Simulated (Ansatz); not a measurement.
# Rh under a change: Bi on a Rh site, symmetric start

Consider a 12-atom supercell of Rh in the fcc (Cu type) structure (space group Fm-3m, No. 225; a = 3.8000 Å) at its relaxed geometry.

Modification: one Rh atom is replaced by Bi, atoms relaxed at fixed cell.

Computed with r2SCAN (Ansatz, a quantum-chemistry and plane-wave program), no spin-orbit coupling. Settings: 7×5×7 k-points, 0.05 eV Fermi–Dirac smearing.

The pressure goes from zero to 15.0 GPa and the largest displacement of a host atom from its site in the perfect cell comes out as 0.06 Å. The mean distance from the defect site to its nearest host atoms goes up by 0.04 Å, from 2.69 Å to 2.73 Å.

Cost of the whole job for the changed cell (relaxation, final SCF and bands): very roughly 3 core-minutes.

The cell is small, so the values are those of an ordered compound at a high defect concentration; dilute-limit values will differ. The defect started on the symmetric site and kept its symmetry, so it may sit on a saddle. The final runs are not spin-polarised. The defect cell is not spin-polarised.
